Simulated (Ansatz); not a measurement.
An Ansatz (a first-principles code) input (PBEsol (Ansatz; PAW; 420 eV plane waves; scalar-relativistic without spin-orbit coupling), earlier PAW set):

Ansatz 0.2 input:
```yaml
crystal:
  lattice:
    - [0, 4.5528492516, 4.5528492516]
    - [4.5528492516, -4.5528492516, 4.5528492516]
    - [4.5528492516, 4.5528492516, 0]
  atoms:
    - { symbol: N, position: [0, 0, 0] }
    - { symbol: N, position: [0, 0, 0.5] }
    - { symbol: N, position: [0.1666666667, 0.3333333333, 0.1666666667] }
    - { symbol: N, position: [0.1666666667, 0.3333333333, 0.6666666667] }
    - { symbol: N, position: [0.3333333333, 0.6666666667, 0.3333333333] }
    - { symbol: N, position: [0.3333333333, 0.6666666667, 0.8333333333] }
    - { symbol: N, position: [0.5, 0, 0] }
    - { symbol: N, position: [0.5, 0, 0.5] }
    - { symbol: N, position: [0.6666666667, 0.3333333333, 0.1666666667] }
    - { symbol: N, position: [0.6666666667, 0.3333333333, 0.6666666667] }
    - { symbol: N, position: [0.8333333333, 0.6666666667, 0.3333333333] }
    - { symbol: N, position: [0.8333333333, 0.6666666667, 0.8333333333] }
    - { symbol: Zr, position: [0.3333333333, 0.1666666667, 0.3333333333] }
    - { symbol: Zr, position: [0.3333333333, 0.1666666667, 0.8333333333] }
    - { symbol: Zr, position: [0.5, 0.5, 0.5] }
    - { symbol: Zr, position: [0.5, 0.5, 0] }
    - { symbol: Zr, position: [0.6666666667, 0.8333333333, 0.6666666667] }
    - { symbol: Zr, position: [0.6666666667, 0.8333333333, 0.1666666667] }
    - { symbol: Zr, position: [0.8333333333, 0.1666666667, 0.3333333333] }
    - { symbol: Zr, position: [0.8333333333, 0.1666666667, 0.8333333333] }
    - { symbol: Zr, position: [0, 0.5, 0.5] }
    - { symbol: Zr, position: [0, 0.5, 0] }
    - { symbol: Zr, position: [0.1666666667, 0.8333333333, 0.6666666667] }
    - { symbol: Zr, position: [0.1666666667, 0.8333333333, 0.1666666667] }
    - { symbol: H, position: [0, 0.25, 0] }
basis: { ecutwfc: 420, ecutrho_ratio: 4, xc_grid: 2, fft_grid_basis: typed }
kpoints: { mp_grid: { grid: [6, 5, 6] } }
hamiltonian:
  xc: pbesol
  dispersion: none
  pseudopotentials: { azcp: { folder: ./paw }, kind: paw }
scf: { occupations: { method: fermi_dirac, width: 0.05 }, convergence: { dr2_threshold: 0.0000000025 } }
relax: { f_tol: 0.02, max_steps: 45 }
output: { forces: true, stress: true }
checkpoint: { write: state.ck, write_every: 1000 }
```

Problem. Which symmetry and how many k-points will the program report, and about how many plane waves at Γ?

Solution. Space group P3m1 (ITA 156) with 6 operations, k-points 27 of 180, and 5499 plane waves at Γ.

Problem. And the final pressure?

Solution. 2.51 GPa (compression positive).

The cell is small, so the values are those of an ordered compound at a high defect concentration; dilute-limit values will differ. The defect started on the symmetric site and kept its symmetry, so it may sit on a saddle. The final runs are not spin-polarised. The cell was made from ZrN in the rock salt structure (space group Fm-3m, No. 225) by this change: H interstitial (started 1.97 Å from the nearest host atom). The defect cell is not spin-polarised.
